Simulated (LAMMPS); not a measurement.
Simulation of CoAl (CsCl type), 1024 atoms, at 2280 K and 0 GPa, heated as the crystal.

Model: classical MD, pair style meam, file MoCoNiVFeAlCr_2nn.meam (LAMMPS).

| frequency (THz) | vibrational (phonon) density of states (1/THz), total | vibrational (phonon) density of states (1/THz), Al | vibrational (phonon) density of states (1/THz), Co |
|---|---|---|---|
| 0.1210 | 0.0004 | 0.0001 | 0.0003 |
| 0.6060 | 0.0031 | 0.0008 | 0.0023 |
| 1.091 | 0.0141 | 0.0037 | 0.0104 |
| 1.575 | 0.0264 | 0.0067 | 0.0197 |
| 2.060 | 0.0509 | 0.0119 | 0.0390 |
| 2.545 | 0.0740 | 0.0153 | 0.0587 |
| 3.029 | 0.1121 | 0.0207 | 0.0914 |
| 3.514 | 0.1503 | 0.0242 | 0.1260 |
| 3.999 | 0.1714 | 0.0232 | 0.1482 |
| 4.484 | 0.1633 | 0.0204 | 0.1429 |
| 4.969 | 0.1181 | 0.0196 | 0.0984 |
| 5.453 | 0.0836 | 0.0224 | 0.0612 |
| 5.938 | 0.0684 | 0.0260 | 0.0424 |
| 6.422 | 0.0631 | 0.0317 | 0.0314 |
| 6.907 | 0.0609 | 0.0363 | 0.0246 |
| 7.392 | 0.0635 | 0.0425 | 0.0210 |
| 7.877 | 0.0698 | 0.0509 | 0.0189 |
| 8.361 | 0.0734 | 0.0565 | 0.0169 |
| 8.846 | 0.0765 | 0.0611 | 0.0154 |
| 9.331 | 0.0762 | 0.0623 | 0.0139 |
| 9.816 | 0.0733 | 0.0608 | 0.0125 |
| 10.30 | 0.0654 | 0.0548 | 0.0106 |
| 10.79 | 0.0553 | 0.0467 | 0.0086 |
| 11.27 | 0.0481 | 0.0408 | 0.0073 |
| 11.75 | 0.0408 | 0.0346 | 0.0062 |
| 12.24 | 0.0364 | 0.0309 | 0.0055 |
| 12.72 | 0.0319 | 0.0274 | 0.0045 |
| 13.21 | 0.0275 | 0.0237 | 0.0038 |
| 13.69 | 0.0243 | 0.0209 | 0.0034 |
| 14.18 | 0.0212 | 0.0183 | 0.0029 |
| 14.66 | 0.0184 | 0.0159 | 0.0025 |
| 15.15 | 0.0160 | 0.0139 | 0.0021 |
| 15.63 | 0.0135 | 0.0116 | 0.0018 |
| 16.12 | 0.0110 | 0.0094 | 0.0016 |
| 16.60 | 0.0094 | 0.0080 | 0.0014 |
| 17.09 | 0.0078 | 0.0066 | 0.0012 |
| 17.57 | 0.0066 | 0.0055 | 0.0011 |
| 18.06 | 0.0055 | 0.0045 | 0.0009 |
| 18.54 | 0.0046 | 0.0038 | 0.0008 |
| 19.03 | 0.0039 | 0.0032 | 0.0007 |
| 19.51 | 0.0033 | 0.0027 | 0.0006 |
| 19.99 | 0.0028 | 0.0022 | 0.0005 |
| 20.48 | 0.0024 | 0.0019 | 0.0005 |
| 20.96 | 0.0020 | 0.0016 | 0.0004 |
| 21.45 | 0.0017 | 0.0013 | 0.0004 |
| 21.93 | 0.0015 | 0.0011 | 0.0003 |
| 22.42 | 0.0012 | 0.0009 | 0.0003 |
| 22.90 | 0.0011 | 0.0008 | 0.0003 |
| 23.39 | 0.0009 | 0.0007 | 0.0002 |
| 23.87 | 0.0008 | 0.0006 | 0.0002 |

Read from the full data:
- state found: crystal; no diffusion seen in 30 ps
- mean frequency of the vibrational (phonon) density of states: 7.2 THz

Caution: a run this short can hold a crystal over, or a liquid under, the potential's own melting point, which these runs don't give.
